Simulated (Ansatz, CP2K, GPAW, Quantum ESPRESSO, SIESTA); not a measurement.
**Code comparison for Sr2CdAu3 (Cm, 6 atoms in the cell)**

Self-consistent single point, at a second geometry (lattice scaled by 0.98). First geometry:

```xyz
6
Lattice="5.6069 -2.4372 0.0000 5.6069 2.4372 0.0000 -5.1200 0.0000 5.7205" Properties=species:S:1:pos:R:3 pbc="T T T"
Sr     2.0072     0.0000     4.5788
Sr     4.0445     0.0000     1.1727
Cd    -1.2196     0.0000     3.4413
Au     7.4391     0.0000     2.2358
Au     5.2803     0.0000     4.5319
Au     0.7303     0.0000     1.2011
```

Shared settings, as Ansatz (an electronic-structure program) writes them: kpoints.mp_grid.grid = 4 4 3; scf.occupations.method = gaussian; scf.occupations.width = 0.05 eV. Potentials and cutoffs stand in the table.

```json
[
 {"code": "CP2K", "model": "LDA (Pade form), GPW, DZVP-MOLOPT-SR-GTH basis, GTH-PADE potentials (GTH_POTENTIALS)", "ΔF from the first geometry (meV/atom)": "-23.8", "pressure (GPa)": "-0.63", "largest force (eV/Å)": "0.098", "cutoff": "grid 500 Ry"},
 {"code": "Ansatz", "model": "LDA (PW92), PAW files made with PBE", "ΔF from the first geometry (meV/atom)": "-39.9", "pressure (GPa)": "-2.54", "largest force (eV/Å)": "0.088", "cutoff": "default"},
 {"code": "Quantum ESPRESSO", "model": "LDA (PZ), GBRV 1.5 ultrasoft (LDA) pseudopotentials", "ΔF from the first geometry (meV/atom)": "-39.9", "pressure (GPa)": "-2.63", "largest force (eV/Å)": "0.097", "cutoff": "40 Ry"},
 {"code": "SIESTA", "model": "LDA PW92, numerical atomic orbitals DZP, PseudoDojo LDA standard norm-conserving potentials (rewritten from UPF to PSML)", "ΔF from the first geometry (meV/atom)": "-41.6", "pressure (GPa)": "-2.23", "largest force (eV/Å)": "0.388", "cutoff": "grid 400 Ry"},
 {"code": "GPAW", "model": "LDA (Perdew-Wang 92), GPAW PAW datasets LDA (gpaw-data 1.0.1)", "ΔF from the first geometry (meV/atom)": "-35.3", "pressure (GPa)": "-2.01", "largest force (eV/Å)": "0.089", "cutoff": "600 eV"}
]
```

Size of the force on each atom (eV/Å): Sizes of forces hide their directions.

| code | Sr1 | Sr2 | Cd3 | Au4 | Au5 | Au6 |
|---|---|---|---|---|---|---|
| CP2K | 0.019 | 0.024 | 0.098 | 0.081 | 0.064 | 0.038 |
| Ansatz | 0.032 | 0.051 | 0.088 | 0.060 | 0.083 | 0.047 |
| Quantum ESPRESSO | 0.032 | 0.050 | 0.085 | 0.072 | 0.097 | 0.042 |
| SIESTA | 0.069 | 0.021 | 0.064 | 0.316 | 0.388 | 0.209 |
| GPAW | 0.029 | 0.045 | 0.089 | 0.078 | 0.089 | 0.065 |

On Ansatz's run: spin-orbit coupling is off.

The spread over the programs that give each value: ΔF from the first geometry within 17.8 meV/atom; pressure within 2.00 GPa; largest force within 0.300 eV/Å.

CP2K and SIESTA use small atom-centred bases, whose incompleteness enters pressures, forces and empty levels differently from a plane-wave cutoff. Ansatz's pressure is given at a fixed set of plane waves, as the other plane-wave codes print theirs. The same LDA comes in different parametrisations, which differ slightly. In the pressure, CP2K (by 1.91) lies more than 1 GPa from the median of the plane-wave programs. In the force vectors, SIESTA (by 0.310) lies more than 0.08 eV/Å from the median of the plane-wave programs.

The starting cell comes from a database of computed structures (which also holds hypothetical and non-ambient phases and stackings), without a prior relaxation at this level. Its lattice was rescaled by a random factor within 2.5 % of one. For this run, on top of that: lattice scaled by 0.98.

Left out of this page: Elk (not drawn, or without a comparable value).

Keys are those of Ansatz 0.2.
